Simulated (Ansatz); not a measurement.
Start from LiCl in the rock salt structure (space group Fm-3m, No. 225; a = 5.1123 Å). Axes: x, y, z lie along the cube axes.

All numbers come from plane-wave PAW DFT at the r2SCAN level (Ansatz, a quantum-chemistry and plane-wave program, 500 eV), no SOC.

Before the change:

| Quantity | Value |
|---|---|
| Band gap | 7.29 eV |
| Smallest direct gap | 7.29 eV |

Perturbation: a free-standing slab of 7 layers (14 atoms, 2 a layer) is cut normal to the z axis, with 15 Å of vacuum and the in-plane cell held at bulk.

Q: What happens to the change of the spacing d12 from its bulk value of 2.556 Å?

A: The change of the spacing d12 from its bulk value of 2.556 Å amounts to -2.2 %.

Q: Estimate the effect on the excess energy per area of both faces.

A: The excess energy per area of both faces (slab less bulk energy over the cell's area: twice a surface energy) amounts to 0.39 J/m².

Q: What happens to the band gap?

A: The band gap falls by 0.54 eV (7.29 eV → 6.75 eV).

Q: Predict the new smallest direct gap.

A: The smallest direct gap falls by 0.53 eV to 6.76 eV.

The excess energy carries the mismatch between the slab's and the bulk's meshes. Stability against distortions was not tested.
